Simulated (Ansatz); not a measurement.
The parent structure is Ir in the fcc (Cu type) structure (space group Fm-3m, No. 225; a = 3.812 Å; relaxed with 0.1 eV smearing). Axes: x, y, z lie along the cube axes.

Method: LDA (Ansatz, a program for electronic structure, PAW, no SOC).

It is then changed as follows: uniaxial strain ε_zz = +1.50 %, all other strain components held at zero; the atoms relax in the strained cell.

**Question.** Predict the stress tensor and what it implies for the stiffness.

**Answer.** Stress of the strained cell less that of the base (GPa, compression positive):
```
   -3.8     0.0     0.0
    0.0    -3.8     0.0
    0.0     0.0    -9.6
```

Then −Δσ_ii/ε with ε = 0.0150 gives secant stiffness values (nonlinear terms included at this strain): C33 ≈ 638 GPa, C13 ≈ 255 GPa and C23 ≈ 255 GPa.

As a check, the harmonic strain energy −½ V₀ Δσ:ε is 6.2 meV/atom; the computed energy rise is 6.3 meV/atom.

Whether these cells are dynamically stable was not tested. The final runs are not spin-polarised.
